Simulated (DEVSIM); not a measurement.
Device: Ti/SiO2/p-Ge capacitor, at 300 K.

Layer 1 from the left is SiO2, thickness (nm) 3.50. Layer 2 from the left is Ge, thickness (nm) 7400, Na (cm⁻³) 6.5e15.

Metal gate on the left, work function 4.33 eV. Fixed charge at the semiconductor interface -9.2e11 cm⁻² (in units of +e); no interface traps.

The device is made up for the run: typed textbook-type constants, with dimensions and the other settings drawn at random. Values at 300 K.

SiO2: gap (eV) 9, affinity (eV) 0.9, permittivity 3.9. Ge: gap (eV) 0.664, affinity (eV) 4, permittivity 16, Nc (cm⁻³) 1.04e19, Nv (cm⁻³) 6e18.

**Question.** Estimate by hand the flat-band voltage, the threshold voltage, and compare with a numerical solution.

**Answer.** 
- Flat-band voltage: C = 0.987 μF/cm², work-function difference -0.157 V; VFB = φms − qNf/C = -0.01 V; numerical -0.01 V.
- Threshold voltage: φF = 0.148 V, depletion charge √(4εqNφF) = 2.96e-8 C/cm²; VT = VFB + 2φF + Qd/C = 0.32 V; numerical 0.32 V.

Model (solved in DEVSIM): 1D Poisson equation in equilibrium, Boltzmann statistics, complete ionisation; no quantum confinement or tunnelling. Metal contacts follow the ideal Schottky-Mott rule: no Fermi-level pinning, no interface dipoles.
